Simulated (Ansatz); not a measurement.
White tin (β-Sn), treated with BLYP in Ansatz (plane waves, PAW).

Settings: plane-wave cutoff 520 eV, 24×24×24 k mesh, Fermi–Dirac smearing 0.081 eV (set by the program), scalar-relativistic PAW data made under PBE.

Computed at the level's own relaxed cell.

Hill averages of the elastic tensor: K = 35.2 GPa, G = 12.9 GPa. Volume 31.190 Å³/atom, mean atomic mass 118.710 u.

Problem. Work out the density, the sound velocities of a polycrystal and the elastic Debye temperature, and Pugh's ratio at this level.

Solution. ρ = 1.66054 × 118.710/31.190 = 6.320 g/cm³. v_l = √[(K + 4G/3)/ρ] = 2.879 km/s and v_t = √(G/ρ) = 1.429 km/s. The mean follows from 3/v_m³ = 1/v_l³ + 2/v_t³: v_m = 1.604 km/s. Θ_D = (ħ/k_B) v_m (6π²/V)^(1/3) = 76.38 K Å s/km × 1.604 × 1.2383 Å⁻¹ = 152 K, counting all atoms of the cell. K/G = 2.73, to be set beside Pugh's rough bound of 1.75 between brittle and ductile metals.

Ansatz is an electronic-structure program.
